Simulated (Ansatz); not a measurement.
Consider the following.

```xyz
5
Lattice="5.5666 0.0000 0.0000 0.0000 5.5666 0.0000 0.0000 0.0000 6.1112" Properties=species:S:1:pos:R:3 pbc="T T T"
Cs     0.0000     0.0000     0.0000
Pb     2.7833     2.7833     3.0556
Cl     0.0000     2.7833     3.0556
Cl     2.7833     2.7833     0.0000
Cl     2.7833     0.0000     3.0556
```

No spin polarisation.

Method: plane-wave PAW DFT at the PBEsol level (Ansatz, a program for electronic structure, 420 eV), scalar-relativistic without spin-orbit coupling. Settings: 6×6×6 k-points, 0.05 eV Fermi–Dirac smearing.

Task: Predict the electron mass and band gap.

Result: 
```json
{
  "electron_mass": "0.14 mₑ along z, 0.82 mₑ across (at R)",
  "band_gap": "1.64 eV"
}
```

Spin-orbit coupling, missing from the scalar runs, can matter with Pb. Load acts through the strain it causes; cell and atoms are relaxed under it. Masses are band curvatures over ±0.01 Å⁻¹ around the edge. Beyond what the load breaks, stability against distortions was not tested. The cell was made from CsPbCl₃ in the cubic perovskite structure (space group Pm-3m, No. 221) by this change: uniaxial stress, 3 GPa tension along z. Many cubic perovskites are stable only at high temperature; tilts and polar distortions were not tested. This is not the structure that CsPbCl3 has at room temperature and ambient pressure.
